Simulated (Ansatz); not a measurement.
The starting structures come from a database of crystals and need not be the phases stable at ambient conditions.

The decay constant κ of evanescent states in the gap governs leakage through a thin film.

Data:

```xyz
12
Lattice="4.5380 0.0000 0.0000 0.0000 12.3949 0.0000 0.0000 5.1640 6.1107" Properties=species:S:1:pos:R:3 pbc="T T T"
La     3.4035     9.0586     5.3104
La     1.1345     8.5003     0.8003
La     1.1345    12.7999     2.4041
La     3.4035     4.7589     3.7066
Te     3.4035    12.3846     4.8495
Te     1.1345     5.1743     1.2611
Te     1.1345     6.5781     5.3121
Te     3.4035    10.9808     0.7985
Cl     3.4035     7.6545     2.5941
Cl     1.1345     9.9043     3.5166
Cl     1.1345    15.2440     4.2414
Cl     3.4035     2.3148     1.8693
```

Space group of this cell: Pnma. The cell is taken as given.

Transport runs along the normal of the first two printed cell vectors.

No gap correction and no spin-orbit coupling; mid-gap values are interpolated between computed energies.

### Question
Give the band gap and the smallest decay constant κ at mid-gap that r2SCAN (Ansatz, a program for electronic structure) yields.

### Answer
Gap 1.23 eV on a 8×6×6 mesh; κ = 0.215 1/Å, at the zone centre.
